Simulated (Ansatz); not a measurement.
Ti on the Zr site (Ti_Zr) in rock-salt ZrN (start: the Zr site; 64-site cell, 4×4×4 shifted sampling), N-rich (Δμ(Zr) = -3.46 eV, Δμ(Ti) = -3.43 eV, bounded by rock-salt TiN; only phases computed here count, gases as isolated molecules at 0 K). Level of theory: PBE, PAW (plane waves to 420 eV; Ansatz, an electronic-structure program). In charge state 0 (not spin-polarised) the formation energy is 0.41 eV. The crystal has 4.12 × 10^22 Zr sites per cm³.

**Question.** Estimate the equilibrium concentration at 900 K in the dilute limit, leaving out vibrational entropy and degeneracy.

**Answer.** kT = 0.0776 eV; c = N exp(−E_f / kT) = 4.12 × 10^22 × exp(−5.3) ≈ 2 × 10^20 cm^-3. An error of 0.2 eV in E_f moves this by a factor of 13.
